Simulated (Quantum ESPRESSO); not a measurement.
Quantum ESPRESSO run on GaCu3 (P6_3/mmc, 8 atoms in the cell): self-consistent single point.

Method of the run: LDA (PZ), PSlibrary ultrasoft (LDA) pseudopotentials (plane waves; Quantum ESPRESSO).

The change in words: lattice scaled by 0.98. Reference geometry:
```
CELL_PARAMETERS angstrom
      5.15739     0.00000     0.00000
     -2.57870     4.46643     0.00000
      0.00000     0.00000     4.20124
ATOMIC_POSITIONS crystal
  Ga 0.33333 0.66667 0.75000
  Ga 0.66667 0.33333 0.25000
  Cu 0.16539 0.33077 0.25000
  Cu 0.83461 0.66923 0.75000
  Cu 0.83461 0.16539 0.75000
  Cu 0.16539 0.83461 0.25000
  Cu 0.66923 0.83461 0.25000
  Cu 0.33077 0.16539 0.75000
```

Reference input (self-consistent single point, DFT, LDA (PZ), plane waves, PSlibrary ultrasoft (LDA) pseudopotentials): ecutwfc = 70 Ry; ecutrho = 420 Ry; occupations = smearing; smearing = gaussian; degauss = 0.0073499 Ry; potentials = {Ga: Ga.pz-dn-rrkjus_psl.1.0.0.UPF, Cu: Cu.pz-dn-rrkjus_psl.1.0.0.UPF}; K_POINTS = automatic 5 5 5 0 0 0; conv_thr = 1e-09 Ry. This run's input differs from it in these lines:

```diff
@@ -10,4 +10,4 @@
    ibrav = 4
-   celldm(1) = 9.74605488
-   celldm(3) = 0.8146058153
+   celldm(1) = 9.55113318
+   celldm(3) = 0.8146058272
    nat = 8
@@ -27,10 +27,10 @@
 ATOMIC_POSITIONS angstrom
-Ga    0.00000000    2.97762059    3.15093000
-Ga    2.57869507    1.48881029    1.05031000
-Cu    0.00000000    1.47736134    1.05031000
-Cu    2.57869507    2.98906954    3.15093000
-Cu    3.87795769    0.73868067    3.15093000
-Cu   -1.29926262    3.72775021    1.05031000
-Cu    1.29926262    3.72775021    1.05031000
-Cu    1.27943245    0.73868067    3.15093000
+Ga    0.00000000    2.91806799    3.08791125
+Ga    2.52712101    1.45903399    1.02930375
+Cu    0.00000000    1.44781402    1.02930375
+Cu    2.52712101    2.92928796    3.08791125
+Cu    3.80039829    0.72390701    3.08791125
+Cu   -1.27327729    3.65319497    1.02930375
+Cu    1.27327729    3.65319497    1.02930375
+Cu    1.25384372    0.72390701    3.08791125
 K_POINTS automatic
```

Output (repeated stretches shortened):

```
     Self-consistent Calculation

     iteration #  1     ecut=    70.00 Ry     beta= 0.70

     Threshold (ethr) on eigenvalues was too large:
     Diagonalizing with lowered threshold

     total energy              =   -1066.47796184 Ry
     estimated scf accuracy    <       0.48983426 Ry

     iteration #  2     ecut=    70.00 Ry     beta= 0.70

     total energy              =   -1066.48357289 Ry
     estimated scf accuracy    <       1.68463381 Ry

     iteration #  3     ecut=    70.00 Ry     beta= 0.70

     total energy              =   -1066.76311816 Ry
     estimated scf accuracy    <       0.00738183 Ry

   [... 9 blocks of this kind left out ...]

     iteration # 13     ecut=    70.00 Ry     beta= 0.70

     total energy              =   -1066.77565953 Ry
     estimated scf accuracy    <          2.9E-09 Ry

     iteration # 14     ecut=    70.00 Ry     beta= 0.70
     End of self-consistent calculation

     the Fermi energy is    14.4945 ev

!    total energy              =   -1066.77565953 Ry
     estimated scf accuracy    <          1.1E-11 Ry
     smearing contrib. (-TS)   =      -0.00054129 Ry
     internal energy E=F+TS    =   -1066.77511824 Ry

     convergence has been achieved in  14 iterations

     Forces acting on atoms (cartesian axes, Ry/au):

     atom    1 type  1   force =     0.00000000    0.00000000    0.00000000
     atom    2 type  1   force =    -0.00000000   -0.00000000    0.00000000
     atom    3 type  2   force =    -0.00000000   -0.00126285    0.00000000
     atom    4 type  2   force =     0.00000000    0.00126285   -0.00000000
     atom    5 type  2   force =     0.00109366   -0.00063142   -0.00000000
   [... lines left out ...]

     Total force =     0.003093     Total SCF correction =     0.000000

          total   stress  (Ry/bohr**3)                   (kbar)     P=       30.65
   0.00024396   0.00000000   0.00000000           35.89        0.00        0.00
   0.00000000   0.00024396   0.00000000            0.00       35.89        0.00
   0.00000000  -0.00000000   0.00013706            0.00       -0.00       20.16

   JOB DONE.
```

The run converged in 14 iterations. Against the reference run the free energy drops by 8.3 meV/atom, the pressure goes from -6.76 to 3.06 GPa and the largest force goes from 0.052 to 0.032 eV/Å.

The starting cell comes from a database of computed structures (which also holds hypothetical and non-ambient phases and stackings), without a prior relaxation at this level. For this run, on top of that: lattice scaled by 0.98. Spin polarisation is off. With a pressure of about 3 GPa the cell is away from its equilibrium volume at this level.

Cost on one core of a shared machine: roughly 2 min.
